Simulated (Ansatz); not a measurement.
For GaAl₃N₄ (model structure, P3m1, No. 156, 8 atoms in the cell), PBEsol (Ansatz, a first-principles code, plane waves, PAW) gives:

```
Item                                  Result
------------------------------  ------------
equilibrium lattice constant a       3.130 Å
c axis length                       10.082 Å
bulk modulus                         198 GPa
cohesive energy                 5.78 eV/atom
band gap                             3.28 eV
```

Task: What does r²SCAN in Ansatz (plane waves, PAW) give for the same quantities?

Result: 
- lattice constant a: 3.125 Å (decreases by 0.2 %)
- lattice parameter c: 10.073 Å (drops by 0.1 %)
- bulk modulus: 208 GPa (increases by 5.1 %)
- cohesive energy: 5.48 eV/atom (decreases by 0.30 eV/atom)
- band gap: 3.91 eV (rises by 0.63 eV)

Changes are worked out from the printed values.

Unless a cell is named, each level is at its own relaxed cell (PBEsol 10.69, r²SCAN 10.65 Å³/atom).

Levels without +SOC have no spin–orbit coupling; where heavier elements are present it shifts gaps, mostly down, and can invert bands. Density-functional gaps are differences of (generalised) Kohn–Sham levels.

Caveats: the bulk modulus is −V dP/dV from two relaxed cells at ±2 % in volume (PBEsol, r²SCAN). Ansatz's density-functional and Hartree–Fock values are scalar-relativistic unless marked +SOC, with PAW data made under PBE.

A model structure was made by putting elements into a prototype or built by hand; it is no filed structure, need not be a known phase, and can be a saddle point held by its symmetry.
